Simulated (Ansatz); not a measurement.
**AuSn₂ (model structure, started from the C15 type, Fd-3m, No. 227, 6 atoms in the cell)**

Method: r²SCAN in Ansatz (plane waves, PAW).

Numerical settings: plane-wave cutoff 560 eV, 12×12×12 k mesh, Fermi–Dirac smearing 0.05 eV, scalar-relativistic PAW data made under PBE.

Cell (relaxed at this level):

Space group Fd-3m, origin choice 1 (No. 227); a = b = c = 8.547 Å, α = β = γ = 90.00°

```
atom  site  symmetry       x       y       z
----  ----  --------  ------  ------  ------
Sn     16c      .-3m  0.1250  0.1250  0.1250
Au      8b      -43m  0.5000  0.5000  0.5000
```
(The calculation used a cell of 6 atoms; values per cell refer to that cell.)

```
Item                 Result
------------  -------------
band gap      zero (no gap)
bulk modulus       54.1 GPa
```

Note: the bulk modulus is −V dP/dV from two relaxed cells at ±2 % in volume; the relaxation could raise the start's symmetry but not lower it, so the cell can be a saddle point.

Spin–orbit coupling is not included; it can shift volumes and moduli of such heavy elements.

The computed numbers hold no vibrational or temperature effects.

A model structure was made by putting elements into a prototype or built by hand; it is no filed structure, need not be a known phase, and can be a saddle point held by its symmetry.

Ansatz is a first-principles code.
